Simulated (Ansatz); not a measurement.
The starting structures come from a database of crystals and need not be the phases stable at ambient conditions.

Tunnelling through a barrier is set by its complex band structure: the current falls as exp(−2κd) with the smallest κ.

Data:

```yaml
crystal:
  lattice:
    - [5.66529, 0.00000, 0.00000]
    - [1.73042, 6.99529, 0.00000]
    - [1.57586, -1.79123, 5.13845]
  atoms:
    - { symbol: Ca, position: [0.66826, 0.25000, 0.66826] }
    - { symbol: Ca, position: [0.33174, 0.75000, 0.33174] }
    - { symbol: Mg, position: [0.00000, 0.00000, 0.00000] }
    - { symbol: Mg, position: [0.00000, 0.50000, 0.00000] }
    - { symbol: As, position: [0.32180, 0.25000, 0.32180] }
    - { symbol: As, position: [0.67820, 0.75000, 0.67820] }
    - { symbol: O, position: [0.61945, 0.07828, 0.26087] }
    - { symbol: O, position: [0.38055, 0.92172, 0.73913] }
    - { symbol: O, position: [0.26087, 0.42172, 0.61945] }
    - { symbol: O, position: [0.73913, 0.57828, 0.38055] }
    - { symbol: O, position: [0.89796, 0.88035, 0.67192] }
    - { symbol: O, position: [0.10204, 0.11965, 0.32808] }
    - { symbol: O, position: [0.67192, 0.61965, 0.89796] }
    - { symbol: O, position: [0.32808, 0.38035, 0.10204] }
    - { symbol: F, position: [0.91829, 0.25000, 0.91829] }
    - { symbol: F, position: [0.08171, 0.75000, 0.08171] }
```

Space group of this cell: C2/c. The cell is taken as given; by r2SCAN its mean pressure is -6.5 GPa.

Transport runs along the normal of the first two printed cell vectors.

The gap is the functional's own. No spin-orbit coupling. Mid-gap values are interpolated on the energy grid.

Q: State the band gap and the smallest decay constant κ at mid-gap according to r2SCAN in Ansatz (a program for electronic structure).

A: Gap 4.61 eV on a 6×6×6 mesh; κ = 0.384 1/Å, at the zone centre.
